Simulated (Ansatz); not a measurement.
Take LiF in the rock salt structure (space group Fm-3m, No. 225; a = 4.008 Å) as the base. Axes: x, y, z lie along the cube axes.

Method: PBEsol, PAW, 420 eV (Ansatz, an electronic-structure program; no spin-orbit coupling).

Strains are applied to the cell and any free atomic positions relax.

One change was made to it. Results:

The energy goes up by 0.7 meV/atom; the valence-band top at Γ (three highest levels, from the VBM) comes out as 0.00, -0.03, -0.03 eV; the electron mass goes from 0.88 mₑ (at Γ) to 0.87 mₑ (at Γ); the band gap drops by 0.15 eV, from 9.05 eV to 8.90 eV.

Question: Which change produced these results?
A. uniaxial strain ε_zz = +2.00 %
B. uniaxial strain ε_zz = −2.00 %
C. uniaxial strain ε_zz = +0.50 %
D. uniaxial strain ε_zz = +1.50 %
E. uniaxial strain ε_zz = −2.50 %

Answer: D, uniaxial strain ε_zz = +1.50 %. For comparison, the band gap in the other runs: uniaxial strain ε_zz = +2.00 % gives 8.84 eV; uniaxial strain ε_zz = +0.50 % gives 9.00 eV; uniaxial strain ε_zz = −2.00 % gives 9.21 eV; uniaxial strain ε_zz = −2.50 % gives 9.26 eV.

Effective masses come from finite differences of ±0.01 Å⁻¹. Stability against distortions was not tested.
